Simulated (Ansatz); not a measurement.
# The (31-42) surface of hcp Sc in its 1x1 cell, outermost plane spacing 0.51 Å in the ideal cut

Level of theory: r2SCAN, at the PBE geometry (plane waves to 500 eV, PAW; Ansatz, a program for electronic structure).

Model: 28-atom slab, 10.4 Å thick at the start (thin: gaps and levels are the slab's own), 5x5x1 mesh, Fermi-Dirac 0.1 eV, dipole correction, single point; on the structure that PBE left under its start's symmetry; no spin, no spin-orbit, no U.

| Property | Result |
|---|---|
| surface energy (mean of both faces) | 91 meV/Å² |
| work function of the top face | 3.27 eV |
| cost | roughly 17 core-minutes |
